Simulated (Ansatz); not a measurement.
Band structure of ScGe (Cmcm, 4 atoms in the cell).

```yaml
crystal:
  lattice:
    - [1.95553, -4.92658, 0.00000]
    - [1.95553, 4.92658, 0.00000]
    - [0.00000, 0.00000, 3.68209]
  atoms:
    - { symbol: Sc, position: [0.86301, 0.13699, 0.75000] }
    - { symbol: Sc, position: [0.13699, 0.86301, 0.25000] }
    - { symbol: Ge, position: [0.58951, 0.41049, 0.75000] }
    - { symbol: Ge, position: [0.41049, 0.58951, 0.25000] }
```

Computed with PBEsol, PAW files made with PBE (plane waves; Ansatz, an electronic-structure program).

Settings: kpoints.mp_grid.grid = 7 7 7; hamiltonian.xc = pbesol; hamiltonian.pseudopotentials = {kind: paw} (the program's default PAW files); scf.occupations.method = fermi_dirac; scf.occupations.width = 0.1 eV; kpoints.band_path.npoints = 8.

The starting cell comes from a database of computed structures (which also holds hypothetical and non-ambient phases and stackings), without a prior relaxation at this level. Its lattice was rescaled by a random factor within 2.5 % of one.

Levels in eV from the Fermi level, bands 22 to 29:
```csv
point,22,23,24,25,26,27,28,29
Γ,-1.84,-1.15,-0.91,0.23,0.60,1.21,2.03,2.22
X,-2.32,-2.10,-2.09,0.26,0.94,1.51,1.73,1.93
S,-3.41,-2.10,-1.89,0.10,1.05,1.79,1.98,2.16
R,-3.46,-2.57,-2.57,-0.69,-0.69,2.64,2.64,3.16
A,-3.66,-2.67,-2.67,-0.25,-0.25,2.06,2.06,3.22
Z,-3.24,-1.78,-1.78,-1.29,-1.29,2.92,2.92,3.09
Y,-1.57,-1.39,-0.80,-0.52,1.21,1.58,1.74,1.84
X1,-2.32,-2.10,-2.09,0.26,0.94,1.51,1.73,1.93
A1,-3.66,-2.67,-2.67,-0.25,-0.25,2.06,2.06,3.22
T,-4.75,-1.37,-1.37,-0.12,-0.12,1.73,1.73,2.56
```

Bands cross the Fermi level along this path, so the cell is metallic at this level.

Keys are those of Ansatz 0.2.
